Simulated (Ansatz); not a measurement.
System: Nb₂B₂Si (model structure, started from the Fe2AlB2 type, Cmmm, No. 65, 5 atoms in the cell). Method: LDA (Ansatz, an electronic-structure program, PAW).

The run printed, among other lines:

```
Relaxation: its limit of steps is 80 (relax.max_steps)
Crystal: 5 atoms, lattice volume = 55.075 Å³
Basis set: ecut = 520 eV, 1477 PW (Γ), exchange–correlation on 90×90×50 points (8 copies of the dense FFT grid, shifted against one another)
Bands: 23, of which v1, the nominal top of the filled ones, is band 18 counted from 1 (17 counted from 0)
Symmetry: 8 space group operations
Space group: Cmmm (ITA 65), of the structure as read, at distance tolerance 3.8e-5 Å
k-points: 910 of 5832
Functional: x = slater, c = lda
SCF iter   1: F=—  HF=-9796.162662 eV  |F-HF|=—  |Δ(HF+E_count)|=         —  Δρ=8.85e-3  dr2=4.54e-2
SCF iter   2: F=—  HF=-9796.154147 eV  |F-HF|=—  |Δ(HF+E_count)|=   8.51e-3  Δρ=4.67e-3  dr2=1.13e-2
  ...
SCF 1 converged in 6 iterations: F = -9796.151379 eV  dr2 = 4.65e-9
Crystal: 5 atoms, lattice volume = 55.075 Å³
Initial density: handed on by an earlier stage of this run
SCF 2 converged in 6 iterations: F = -9796.151832 eV  dr2 = 7.25e-11
  ...
SCF 3 converged in 6 iterations: F = -9796.152245 eV  dr2 = 4.04e-11
Crystal: 5 atoms, lattice volume = 55.075 Å³
Basis set: ecut = 520 eV, 1485 PW (Γ), exchange–correlation on 90×90×50 points (8 copies of the dense FFT grid, shifted against one another)
SCF 4 converged in 6 iterations: F = -9796.152334 eV  dr2 = 4.13e-12
Crystal: 5 atoms, lattice volume = 55.075 Å³
SCF 5 converged in 6 iterations: F = -9796.152417 eV  dr2 = 8.32e-12
Crystal: 5 atoms, lattice volume = 55.075 Å³
SCF 6 converged in 6 iterations: F = -9796.152420 eV  dr2 = 1.13e-13
Crystal: 5 atoms, lattice volume = 55.075 Å³
SCF iter   6: F=-9796.152419 eV  HF=-9796.152419 eV  |F-HF|=5.46e-12  |Δ(HF+E_count)|=    0.00e0  Δρ=6.90e-9  dr2=5.69e-15
SCF iter   7: F=-9796.152419 eV  HF=-9796.152419 eV  |F-HF|=0.00e0  |Δ(HF+E_count)|=  3.64e-12  Δρ=1.44e-9  dr2=2.27e-16
SCF 7 converged in 7 iterations: F = -9796.152419 eV  dr2 = 2.27e-16
SCF converged after 7 iterations
Free energy (F): -9796.152419 eV
Internal energy: -9796.130338 eV  (E = F + TS)
E sigma→0 (E₀):  -9796.141379 eV
Fermi energy:    17.766702 eV
--- Forces (eV/Å), atoms counted from 1 ---
  atom   1  Si     0.00000000    -0.00000000     0.00000000
  atom   2  Nb     0.00000000     0.00005068    -0.00000000
  atom   3  Nb     0.00000000    -0.00005068     0.00000000
  atom   4  B      0.00000000    -0.00004031    -0.00000000
  atom   5  B      0.00000000     0.00004031     0.00000000
--- Stress (GPa, compression-positive) ---
        4.995749       0.000000       0.000000
        0.000000       4.997091      -0.000000
        0.000000      -0.000000       4.995587
  P = ⅓ Tr σ = 4.9961 GPa (49.961 kbar)
```

Write an input file that could have produced this run (the log leaves some choices open).

One answer among several that fit: 
Ansatz 0.2 input:
```yaml
crystal:
  lattice:
    - [1.5493037425, -5.4199672804, 0.0]
    - [1.5493037425, 5.4199672804, 0.0]
    - [0.0, 0.0, 3.2793797417]
  atoms:
    - { symbol: Si, position: [0.0, 0.0, 0.0] }
    - { symbol: Nb, position: [0.3657147223, 0.6342852777, 0.5] }
    - { symbol: Nb, position: [0.6342852777, 0.3657147223, 0.5] }
    - { symbol: B, position: [0.2096361365, 0.7903638635, 0.0] }
    - { symbol: B, position: [0.7903638635, 0.2096361365, 0.0] }
basis:
  ecutwfc: 520
  ecutrho_ratio: 4
  xc_grid: 2
kpoints:
  mp_grid: { grid: [18, 18, 18] }
hamiltonian:
  xc: lda
  dispersion: none
  pseudopotentials: { kind: paw }
scf:
  occupations: { method: fermi_dirac, width: 0.05 }
output:
  forces: true
  stress: true
  eigenvalues: true
relax:
  f_tol: 0.004
  escape_saddle: false
  max_steps: 80
  cell: { stress_tol: 0.02, fix: [volume] }
```

The cell is one volume of an energy–volume scan, off the minimum.

The PAW data were made under PBE.

Note: the run has no spin polarisation, so it can have missed a magnetic state. Note: the relaxation could raise the start's symmetry but not lower it, so the cell can be a saddle point.

A model structure was made by putting elements into a prototype or built by hand; it is no filed structure, need not be a known phase, and can be a saddle point held by its symmetry.
